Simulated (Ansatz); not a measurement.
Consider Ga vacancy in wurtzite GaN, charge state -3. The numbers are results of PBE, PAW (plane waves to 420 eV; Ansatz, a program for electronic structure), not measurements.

Cell of 72 host sites held at the relaxed PBE lattice; one k-point at (0.125, 0.250, 0.250); Fermi-Dirac width 0.01 eV, spin-restricted; finite-size errors left in. No zero-point or tunnelling terms. The charge state is imposed; whether it is stable for some Fermi level was not computed. Forms of the defect that were not tried may lie lower.

Barriers: single points on a 2×2×2 k-point mesh shifted by half a step along c at the bands' geometries (they differ from the bands' own by up to 0.06 eV, and are uncertain by about as much).

A. one Ga atom jumps into the vacancy from a nearby Ga site; the atom moves 3.11 Å along (0.00, 0.96, 0.00) of the unit cell; the moving atom starts with neighbours N at 1.87, 2 N at 1.98, N at 2.00 Å and ends with N at 1.87, 2 N at 1.98, N at 2.00 Å; saddle order not checked.
B. one Ga atom jumps into the vacancy from a nearby Ga site; the atom moves 3.10 Å along (0.32, 0.64, -0.48) of the unit cell; the moving atom starts with neighbours N at 1.87, 2 N at 1.98, N at 2.02 Å and ends with N at 1.87, N at 1.98, 2 N at 2.01 Å; saddle order not checked, on a symmetry element.

A band can be held on a symmetry element, so unchecked saddle points there may be too high.

**Question.** Put the candidates in order of forward barrier, lowest first, for PBE, PAW.

**Answer.** B (1.99 eV), A (2.16 eV)
